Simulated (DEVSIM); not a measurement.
System: Si n-i-p diode, at 300 K.

| layer (left to right) | material | thickness (μm) | Nd (cm⁻³) | Na (cm⁻³) | τn (s) | τp (s) |
|---|---|---|---|---|---|---|
| 1 | Si | 0.290 | 1.3e17 | - | 0.00032 | 0.00032 |
| 2 | Si | 6.90 | - | 6.8e12 | 0.00032 | 0.00032 |
| 3 | Si | 3.10 | - | 9.8e17 | 0.00032 | 0.00032 |

Left contact: ohmic. Right contact: ohmic. Voltage is applied to the left contact. Recombination: SRH at mid-gap, Auger. Gap narrowing is on: ΔEg = 6.92 meV × (l + √(l² + 0.5)), l = ln(N/1.3e17 cm⁻³), shared equally by both band edges. Mobility is μmin + (μ − μmin)/(1 + (N/Nref)^α).

The device is made up for the run: typed textbook-type constants, with dimensions and the other settings drawn at random. Values at 300 K; Nc and Nv go as T^1.5, mobilities as T to minus their exponent, the gap by Varshni's rule with the affinity fixed.

```tsv
parameter	Si
gap (eV)	1.124
affinity (eV)	4.05
permittivity	11.7
Nc (cm⁻³)	2.86e19
Nv (cm⁻³)	3.1e19
μn (cm²/Vs)	1417
μp (cm²/Vs)	470
μn,min	52
μp,min	45
Nref,n	9.7e16
Nref,p	2.2e17
αn	0.68
αp	0.72
T exponent of μn	2.3
T exponent of μp	2.2
Cn (cm⁶/s)	2.8e-31
Cp (cm⁶/s)	9.9e-32
Varshni α (eV/K)	0.000473
Varshni β (K)	636
```

Model (solved in DEVSIM): 1D drift-diffusion, Boltzmann statistics, complete ionisation; no tunnelling, impact ionisation, image-force lowering or self-heating.

The temperature was swept, all else fixed.

```tsv
temperature (K)	dark forward voltage at 100 A/cm² (V)	dark forward voltage at 1 A/cm² (V)	potential step across the device at zero bias (V)
250	0.845	0.722	0.940
300	0.771	0.620	0.878
350	0.693	0.515	0.813
400	0.614	0.407	0.745
450	0.533	0.298	0.674
500	0.450	0.187	0.601
```

From the first row to the last the dark forward voltage at 100 A/cm² goes from 0.845 to 0.450. From the first row to the last the dark forward voltage at 1 A/cm² goes from 0.722 to 0.187.
